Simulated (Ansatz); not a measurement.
The structure below was relaxed with PBEsol (Ansatz, a program for electronic structure; PAW; 420 eV plane waves; scalar-relativistic without spin-orbit coupling), at pressure 0.7 GPa.

```
Si3N4
1.0
   -3.22455     3.22455     3.22455
    3.22455    -3.22455     3.22455
    3.22455     3.22455    -3.22455
N Si
8 6
Direct
  0.56128   0.56128   0.56128
  0.43872   0.50000   0.00000
  0.50000   0.00000   0.93872
  0.00000   0.43872   0.50000
  0.93872   0.50000   0.00000
  0.06128   0.06128   0.06128
  0.00000   0.93872   0.50000
  0.50000   0.00000   0.43872
  0.25000   0.12500   0.87500
  0.87500   0.25000   0.12500
  0.75000   0.37500   0.62500
  0.62500   0.75000   0.37500
  0.12500   0.87500   0.25000
  0.37500   0.62500   0.75000
```

Q: Find the space group and the Wyckoff positions.

A: Space group I-43d (No. 220); a = b = c = 6.449 Å, α = β = γ = 90.00°

```tsv
atom	site	symmetry	x	y	z
N	16c	.3.	0.0306	0.0306	0.0306
Si	12b	-4..	0.1250	0.5000	0.2500
```

Load acts through the strain it causes; cell and atoms are relaxed under it. Whether these cells are dynamically stable was not tested. The cell was made from Si3N4 (space group I-43d, No. 220) by this change: pressure 0.7 GPa.
